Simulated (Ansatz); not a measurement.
Functionals compared on O on the 1x1 (111) surface of fcc Ir, one in a 2x2 cell, started at the site 'hollow Ir-Ir-Ir over Ir at depth 4.4 Å', in Ansatz (plane waves, PAW). The structure was relaxed with PBE; the other rows are single points on it, each with its references at the same level. Cutoff 420 eV (500 eV for r2SCAN).

Model: 17-atom slab, 6.6 Å thick at the start under the adsorbate (thin: gaps and levels are the slab's own), 6x6x1 mesh, Fermi-Dirac 0.1 eV, dipole correction, 8 atoms held, the rest relaxed; symmetry of the start imposed; no spin, no spin-orbit, no U, no dispersion correction. At the end it is bonded to 3 Ir. In PBE it is, or lies within 0.03 eV of, the lowest of the starts that converged. These notes are the PBE run's. Adsorption energies are against ½ O2(g). A negative adsorption energy means that the adsorbate is more stable on the surface than in its reference.

```
functional  adsorption energy (eV)  work function of the top face (eV)  change of the work function (eV)          rough cost of the single point
----------  ----------------------  ----------------------------------  --------------------------------  --------------------------------------
PBE                          -1.65                                5.65                              0.16                                       –
RPBE                             …                                   …                                 …  about 40 core-seconds (a rough figure)
r2SCAN                       -1.82                                5.78                              0.24  about 80 core-seconds (a rough figure)
```

**Question.** What belongs in the gaps?

**Answer.** 
- RPBE, adsorption energy (eV): -1.38
- RPBE, work function of the top face (eV): 5.50
- RPBE, change of the work function (eV): 0.17

Ansatz is a quantum-chemistry and plane-wave program.
